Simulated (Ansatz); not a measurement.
## Pressure series in hypothetical NiAs type TlF

The reference is TlF in the NiAs type structure (space group P6_3/mmc, No. 194; a = 3.8910 Å, c = 7.0145 Å; a hypothetical phase, not in the database extracts checked).

Cell and atoms are relaxed at each pressure.

Levels (all Ansatz, an electronic-structure program, PAW): PBE (420 eV, no spin-orbit coupling); PBEsol (420 eV, no SOC).

The base cell above is that of PBE; each level relaxes its own structures.

```
case              band gap, PBE  band gap, PBEsol
----------------  -------------  ----------------
pressure −2 GPa         2.23 eV               ___
pressure −1 GPa         2.19 eV           1.91 eV
pressure 3 GPa          2.10 eV               ___
pressure 7 GPa          1.66 eV           1.06 eV
pressure 15 GPa         0.62 eV               ___
pressure 30 GPa            zero               ___
pressure 50 GPa            zero              zero
pressure 75 GPa            zero              zero
pressure 100 GPa           zero              zero
```

### Question
Complete the table.

### Answer

- pressure −2 GPa, band gap, PBEsol: 1.93 eV
- pressure 3 GPa, band gap, PBEsol: 1.69 eV
- pressure 15 GPa, band gap, PBEsol: zero
- pressure 30 GPa, band gap, PBEsol: zero

The two levels differ by at most about 0.62 eV. Near ties aside, they put the cases in the same order.

A case with no gap was solved on a k-mesh chosen for an insulator, which is coarse for it. From pressure 15 GPa on, the axis ratios lie over 15 % from the base's, so the cell there is far from its starting form. Spin-orbit coupling, missing from the scalar runs, can matter with Tl. Load acts through the strain it causes; cell and atoms are relaxed under it. No phonon test of stability was made. No other phases were tried under pressure. All final runs are without spin polarisation. The zero or small gap of TlF under pressure 15 GPa and TlF under pressure 30 GPa can change with the level of theory.
